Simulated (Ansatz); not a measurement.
Convergence study of the k-point mesh at a smearing width of 0.02 eV for AlRh (P4mm, 2 atoms in the cell)

```
AlRh
1.0
    2.99221     0.00000     0.00000
    0.00000     2.99221     0.00000
    0.00000     0.00000     2.99221
Al Rh
1 1
Cartesian
  0.00000   0.00000   0.05000
  1.49610   1.49610   1.49610
```

Method: LDA (PW92), default PAW files made with PBE (plane waves; Ansatz, a first-principles code).

Base settings: basis.ecutwfc = 420 eV; kpoints.mp_grid.grid = 11 11 11; hamiltonian.xc = lda; hamiltonian.pseudopotentials = {kind: paw} (the program's default PAW files); scf.occupations.method = gaussian; scf.occupations.width = 0.1 eV.

In this ladder: scf.occupations.width = 0.02 eV.

Only quantities that move along the ladder and can be compared are tabulated.

The count of work is k-points × plane waves × bands × iterations; it is no time. 

The starting cell comes from a database of computed structures (which also holds hypothetical and non-ambient phases and stackings), without a prior relaxation at this level. Its lattice was rescaled by up to half a per cent. One atom was moved a little off its site on purpose. Spin polarisation is off. In the base run, with a pressure of about -9 GPa the cell is away from its equilibrium volume at this level. Ansatz's pressure includes its estimate of the finite-basis (Pulay) stress.

Steps (kpoints.mp_grid.grid): 4 4 4; 5 5 5; 6 6 6; 7 7 7; 8 8 8; 10 10 10; 12 12 12; 15 15 15; 21 21 21; 26 26 26.

Q: What is the coarsest kpoints.mp_grid.grid that holds the free energy within 2 meV/atom of the last step, with all finer ones?

A: 10 10 10, at 0.086 of the last step's count of work; the step before is off by 5.7 meV/atom.

Q: What is the coarsest kpoints.mp_grid.grid that holds the pressure within 0.5 GPa of the last step, with all finer ones?

A: 5 5 5, at 0.012 of the last step's count of work; the step before is off by 2.5 GPa.

```tsv
kpoints.mp_grid.grid	free energy less the last step's (meV/atom)	pressure (GPa)	count of work / last
4 4 4	78.48	-6.31	0.012
5 5 5	-9.65	-8.79	0.012
6 6 6	1.35	-8.64	0.027
7 7 7	1.27	-8.95	0.027
8 8 8	5.68	-8.60	0.051
10 10 10	-0.25	-8.86	0.086
12 12 12	0.61	-8.82	0.13
15 15 15	0.62	-8.79	0.20
21 21 21	-0.18	-8.82	0.49
26 26 26	0.00	-8.80	1.0
```

Keys are those of Ansatz 0.2.
